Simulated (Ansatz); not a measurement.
Start from NaI in the rock salt structure (space group Fm-3m, No. 225; a = 6.460 Å). Axes: x, y, z lie along the cube axes.

Computed with DFT with r2SCAN, PAW potentials and a 500 eV plane-wave cutoff in Ansatz (a program for electronic structure), without spin-orbit coupling.

Free-standing slabs (2 atom(s) a layer) normal to the z axis with 15 Å of vacuum; in-plane cell held at bulk.

One change was made to it. Results:

The gap character amounts to direct at Γ; the excess energy per area of both faces (slab less bulk energy over the cell's area: twice a surface energy) is 0.26 J/m²; the band gap goes up by 0.12 eV (4.45 eV → 4.57 eV).

Question: Which of these changes matches the shifts?
A) 6 layers
B) 5 layers
C) 3 layers
D) 2 layers
E) 7 layers

Answer: C, 3 layers. For comparison, the band gap in the other runs: 5 layers gives 4.52 eV; 2 layers gives 4.65 eV; 6 layers gives 4.50 eV; 7 layers gives 4.49 eV.

Slab and bulk use different k-meshes, which limits the precision of the excess energy. Spin-orbit coupling, missing from the scalar runs, can matter with I. Whether these cells are dynamically stable was not tested. Labels are those of the standard path for the cell's own space group.
